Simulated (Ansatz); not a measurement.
Base system: Mg2Ge in the anti-fluorite structure (space group Fm-3m, No. 225; a = 6.364 Å). Axes: x, y, z lie along the cube axes.

Computed with DFT with PBEsol, PAW potentials and a 420 eV plane-wave cutoff in Ansatz (an electronic-structure program), no spin-orbit coupling.

For the base:

The band gap is 0.08 eV and the shortest interatomic distance comes out as 2.756 Å. The pressure comes out as 0.0 GPa.

It is then changed as follows: tensor shear ε_xz = +2.74 % (engineering shear γ = 0.0548), atoms relaxed at fixed cell.

Task: What does the calculation give for the energy relative to the base, band gap, largest internal atomic displacement, shortest interatomic distance and pressure after the change?

Result: The energy rises by 8.5 meV/atom; the band gap becomes zero (base: 0.08 eV); the largest internal atomic displacement comes out as 0.017 Å; the shortest interatomic distance shrinks by 0.040 Å to 2.716 Å; the pressure (mean of the normal stresses, compression positive) stays essentially unchanged (0.0 GPa against 0.1 GPa).

The cells carry an imposed strain or load. Whether these cells are dynamically stable was not tested. The final runs are not spin-polarised. A zero or small gap of Mg2Ge can be the functional's error rather than a property of the material.
